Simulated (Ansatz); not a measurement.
The starting structures come from a database of crystals and need not be the phases stable at ambient conditions.

Tunnelling through a barrier is set by its complex band structure: the current falls as exp(−2κd) with the smallest κ.

Given:

```
CELL_PARAMETERS angstrom
      4.63802     0.00000     0.00000
      0.00000     5.69167     0.00000
      0.00000     0.00000    12.70791
ATOMIC_POSITIONS crystal
  Ba 0.27059 0.18440 0.85791
  Ba 0.22941 0.81560 0.35791
  Ba 0.77059 0.31560 0.14209
  Ba 0.72941 0.68440 0.64209
  Si 0.81892 0.69653 0.92703
  Si 0.68108 0.30347 0.42703
  Si 0.31892 0.80347 0.07297
  Si 0.18108 0.19653 0.57297
  O  0.75978 0.41983 0.90636
  O  0.74022 0.58017 0.40636
  O  0.25978 0.08017 0.09364
  O  0.24022 0.91983 0.59364
  O  0.75049 0.87836 0.83252
  O  0.74951 0.12164 0.33252
  O  0.25049 0.62164 0.16748
  O  0.24951 0.37836 0.66748
  O  0.32916 0.27682 0.45744
  O  0.17084 0.72318 0.95744
  O  0.82916 0.22318 0.54256
  O  0.67084 0.77682 0.04256
```

The cell is taken as given; by r2SCAN it stands under a pressure of -4.0 GPa.

Transport runs along the normal of the first two printed cell vectors.

The gap is the functional's own, uncorrected, and κ follows it; spin-orbit coupling is left out. Mid-gap means the computed energy nearest the middle.

Compute, with r2SCAN (Ansatz, a quantum-chemistry and plane-wave program), the band gap and the smallest decay constant κ at mid-gap.

Gap 5.12 eV on a 8×6×4 mesh; κ = 0.410 1/Å, at the zone centre.
